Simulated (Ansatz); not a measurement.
The starting structures come from a database of crystals and need not be the phases stable at ambient conditions.

Inside the gap of an insulator the Bloch states are evanescent, with a wavenumber k + iκ along the transport direction.

Data:

```
LaI3
1.0
    4.39802     0.00000     0.00000
   -2.19901     6.92186     0.00000
    0.00000     0.00000     9.98843
La I
2 6
Cartesian
  0.00000   3.55439   2.49711
  2.19901   3.36747   7.49132
  2.19901   1.97749   4.35739
  0.00000   4.94437   5.63104
  0.00000   4.94437   9.35160
  2.19901   1.97749   0.63682
  0.00000   1.06967   7.49132
  2.19901   5.85219   2.49711
```

The cell was relaxed by PBE-D3(BJ); by r2SCAN it stands under a pressure of 1.6 GPa.

Transport runs along the normal of the first two printed cell vectors.

No gap correction and no spin-orbit coupling; mid-gap is the computed energy nearest the middle.

**Question.** State the band gap and the smallest decay constant κ at mid-gap according to r2SCAN in Ansatz (an electronic-structure program).

**Answer.** Gap 2.11 eV on a 8×8×4 mesh; κ = 0.220 1/Å, at the zone centre.
